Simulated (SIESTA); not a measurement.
A self-consistent single point of SrC2 (C2/c, 6 atoms in the cell) with SIESTA.

Level of theory: SIESTA with GGA PBEsol, numerical atomic orbitals DZP, PseudoDojo PBEsol standard norm-conserving potentials (rewritten from UPF to PSML).

```
SrC2
1.0
    3.52913    -2.21584     0.00000
    3.52913     2.21584     0.00000
   -2.38547     0.00000     7.41439
Sr C
2 4
Cartesian
  1.74003   1.42332   5.56079
  2.93276  -1.42332   1.85360
  0.61319  -0.65119   4.13434
  4.05960   0.65119   3.28005
  2.86687  -0.65119   6.98725
  1.80592   0.65119   0.42714
```

Reference input (self-consistent single point, DFT, LDA PW92, numerical atomic orbitals DZP, PseudoDojo LDA standard norm-conserving potentials (rewritten from UPF to PSML)): XC.functional = LDA; XC.authors = PW92; potentials = PseudoDojo LDA standard; PAO.BasisSize = DZP; PAO.EnergyShift = 0.01 Ry; MeshCutoff = 400 Ry; kgrid.MonkhorstPack = 6 6 3; OccupationFunction = FD; ElectronicTemperature = 10 K; MaxSCFIterations = 150; SCF.Mixer.Method = Pulay; SCF.Mixer.Weight = 0.2. This run's input differs from it in these lines:

```diff
@@ -1,2 +1,2 @@
-# files in the folder: Sr.psml C.psml (PseudoDojo LDA standard)
+# files in the folder: Sr.psml C.psml (PseudoDojo PBEsol standard)
 SystemName  SrC2
@@ -26,4 +26,4 @@
 
-XC.functional                LDA
-XC.authors                   PW92
+XC.functional                GGA
+XC.authors                   PBEsol
 PAO.BasisSize                DZP
```

The program printed (abridged):

```
        iscf     Eharris(eV)        E_KS(eV)     FreeEng(eV)     dDmax    Ef(eV) dHmax(eV)
   scf:    1    -2500.371641    -2506.356702    -2506.356702  1.610824 -7.058536  6.085257
   scf:    2    -2510.687565    -2508.671839    -2508.671839  0.080374 -7.731288  3.588083
   scf:    3    -2510.510390    -2509.972465    -2509.972465  0.159614 -4.240820  0.336502
   scf:    4    -2509.834223    -2509.929021    -2509.929021  0.054368 -4.395042  0.760848
   scf:    5    -2510.016412    -2509.984850    -2509.984850  0.031848 -4.518693  0.091284
   scf:    6    -2509.985970    -2509.985648    -2509.985648  0.003661 -4.519812  0.007165
   scf:    7    -2509.985649    -2509.985648    -2509.985648  0.000029 -4.519427  0.006604
   scf:    8    -2509.985655    -2509.985652    -2509.985652  0.000453 -4.514354  0.001207
   scf:    9    -2509.985652    -2509.985652    -2509.985652  0.000064 -4.514442  0.000365
SCF Convergence by DM+H criterion
max |DM_out - DM_in|         :     0.0000636485
max |H_out - H_in|      (eV) :     0.0003648194
SCF cycle converged after 9 iterations

Using DM_out to compute the final energy and forces

siesta: E_KS(eV) =            -2509.9857

siesta: E_KS - E_eggbox =     -2509.9857

siesta: Atomic forces (eV/Ang):
     1   -0.000000    0.174086   -0.000000
     2    0.000000   -0.174086   -0.000000
     3    0.277336    1.990616    1.817203
     4   -0.277336   -1.990616   -1.817203
     5   -0.277336    1.990616   -1.817203
     6    0.277336   -1.990616    1.817203
   Tot   -0.000000    0.000000    0.000000
   Max    1.990616
   Res    1.278614    sqrt( Sum f_i^2 / 3N )
   Max    1.990616    constrained

   [... lines left out ...]
siesta: FreeEng =     -2509.985652
siesta: Cell volume =        115.960658 Ang**3
siesta:          31.84920685        106.95690754  kBar
   [... lines left out ...]
   4  4.344   1.043   0.261   0.971   0.933   0.751   0.098   0.106   0.108
   [... 5 lines left out ...]

mulliken: Qtot =       36.000

Mulliken Atomic Populations:
Atom #   charge [q] valence [e]  Species
     1     0.687462    9.312538  Sr
     2     0.687462    9.312538  Sr
     3    -0.343731    4.343731  C
     4    -0.343731    4.343731  C
     5    -0.343731    4.343731  C
     6    -0.343731    4.343731  C
 Total     0.000000
```

The run converged in 9 iterations. Against the reference run the pressure goes from 0.64 to 3.18 GPa, the largest force goes from 2.160 to 2.710 eV/Å and the gap on the mesh hardly changes (3.089 to 3.098 eV).

The starting cell comes from a database of computed structures (which also holds hypothetical and non-ambient phases and stackings), without a prior relaxation at this level. Values carry the incompleteness of an atom-centred basis. The basis of the alkali or alkaline-earth atoms may lack their empty d shell, which can raise the gap. With a pressure of about 3 GPa the cell is away from its equilibrium volume at this level. Forces in this geometry exceed 1 eV/Å.
